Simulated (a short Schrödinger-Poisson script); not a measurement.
System: gated Al0.4Ga0.6As/GaAs δ-doped gas, at 77 K.

| layer | material | thickness (nm) | Na (cm⁻³) |
|---|---|---|---|
| 1 | Al0.4Ga0.6As | 15 | - |
| 2 | Al0.4Ga0.6As | 10 | - |
| 3 | GaAs | 6000 | 2e15 |

Constants are typed, rounded textbook-type inputs, not results; the design itself was drawn at random and stands for no fabricated device. Al0.4Ga0.6As: permittivity 11.76, conduction-band edge (eV) 0.316, gap (eV) 1.923, electron mass (mₑ) 0.1002, Nv at 300 K (cm⁻³) 9e18. GaAs: permittivity 12.9, conduction-band edge (eV) 0, gap (eV) 1.424, Nv at 300 K (cm⁻³) 9e18.

Channel valleys (confinement mass, in-plane density-of-states mass, number): Γ 0.067, 0.067, 1. At the gate the conduction-band edge of layer 1 lies 1.07 eV − eVg above the Fermi level of the channel; the field vanishes at the back. Sheet of ionised δ-doping: +3e12 e/cm² at 15 nm from the gate. The barrier under the gate holds no holes. Gaps are held at their typed values at every temperature. Mesh 0.08 nm at interfaces.

Solved with a short Schrödinger-Poisson script written for these runs: 1D Poisson equation in equilibrium, electrons quantum, Hartree (BenDaniel-Duke, 40 states a valley, the channel's in-plane mass for all, wave functions free to enter the barrier), parabolic valleys, classical holes, full ionisation, no traps, pinning or gate leakage.

The same stack at other levels of the model or other numerical settings:

```csv
run,sheet density of all electrons at Vg = 0.5 V (cm⁻²),capacitance at Vg = 0.5 V (μF/cm²),centroid of the channel electrons at Vg = 0.5 V (nm),gate voltage at 1e11 electrons/cm² (V),rough cost against the base
base,6.92e11,0.348,5.65,0.22,about 1
"electrons treated as classical, Boltzmann",8.48e11,0.402,1.32,0.19,0.03
"electrons treated as classical, Fermi-Dirac",7.32e11,0.349,[?],0.20,0.1
"electrons treated as quantum, Hartree plus LDA exchange-correlation",[?],0.352,5.40,0.21,about 1
mesh six times as coarse,6.92e11,0.348,5.63,0.22,0.2
one subband a valley,6.91e11,0.347,[?],0.22,0.2
```

### Question
Fill in the missing entries.

### Answer

- one subband a valley, centroid of the channel electrons at Vg = 0.5 V (nm): 5.46
- electrons treated as quantum, Hartree plus LDA exchange-correlation, sheet density of all electrons at Vg = 0.5 V (cm⁻²): 7.15e11
- electrons treated as classical, Fermi-Dirac, centroid of the channel electrons at Vg = 0.5 V (nm): 3.91

The classical rows ignore confinement, and Boltzmann statistics overrate the density once the band edge passes the Fermi level.
